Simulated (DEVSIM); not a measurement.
System: abrupt Ge p-n junction, at 300 K.

```
layer (left to right)  material  thickness (μm)  Nd (cm⁻³)  Na (cm⁻³)   τn (s)   τp (s)
---------------------  --------  --------------  ---------  ---------  -------  -------
1                            Ge            3.20          -     5.4e17  0.00028  0.00028
2                            Ge          0.0960     1.1e14          -  0.00028  0.00028
```

Left contact: ohmic. Right contact: ohmic. Voltage is applied to the left contact. Recombination: SRH at mid-gap. Mobility is μmin + (μ − μmin)/(1 + (N/Nref)^α).

This is a model device: material constants are rounded textbook-type values typed into the input, and sizes, dopings and lifetimes were drawn at random. Values at 300 K.

```
parameter           Ge
-------------  -------
gap (eV)         0.664
affinity (eV)        4
permittivity        16
Nc (cm⁻³)      1.04e19
Nv (cm⁻³)         6e18
μn (cm²/Vs)       3900
μp (cm²/Vs)       1900
μn,min             150
μp,min             100
Nref,n          2.6e17
Nref,p            4e17
αn                0.56
αp                 0.6
```

DEVSIM, 1D drift-diffusion, Boltzmann statistics, complete ionisation; no tunnelling, impact ionisation, image-force lowering or self-heating.

Tabulate band edges, carrier densities and field at zero bias.

Energies count from the Fermi level of the right contact; mesh points crowd at the junctions.

```
x (μm)   Ec (eV)  Ev (eV)  n (cm⁻³)  p (cm⁻³)  field (V/cm)
-------  -------  -------  --------  --------  ------------
0.000      0.602   -0.062     8.1e8    5.4e17           ≈ 0
0.01511    0.602   -0.062     8.1e8    5.4e17           ≈ 0
0.03960    0.602   -0.062     8.1e8    5.4e17           ≈ 0
0.07926    0.602   -0.062     8.1e8    5.4e17           ≈ 0
0.1728     0.602   -0.062     8.1e8    5.4e17           ≈ 0
0.2950     0.602   -0.062     8.1e8    5.4e17           ≈ 0
0.5142     0.602   -0.062     8.1e8    5.4e17           ≈ 0
1.000      0.602   -0.062     8.1e8    5.4e17           ≈ 0
1.600      0.602   -0.062     8.1e8    5.4e17           ≈ 0
2.222      0.602   -0.062     8.1e8    5.4e17           ≈ 0
2.605      0.602   -0.062     8.1e8    5.4e17           ≈ 0
2.899      0.602   -0.062     8.1e8    5.4e17           ≈ 0
3.023      0.602   -0.062     8.1e8    5.4e17           ≈ 0
3.100      0.602   -0.062     8.1e8    5.4e17           ≈ 0
3.159      0.602   -0.062     8.1e8    5.4e17          -120
3.184      0.598   -0.066     9.3e8    4.7e17         -5300
3.200      0.569   -0.095     2.9e9    1.5e17        -40000
3.213      0.524   -0.140    1.7e10    2.6e16        -30000
3.237      0.457   -0.207    2.2e11    2.0e15        -28000
3.259      0.396   -0.268    2.3e12    1.9e14        -27000
3.277      0.346   -0.318    1.6e13    2.7e13        -27000
3.296      0.295   -0.369    1.1e14    3.8e12        -27000
```
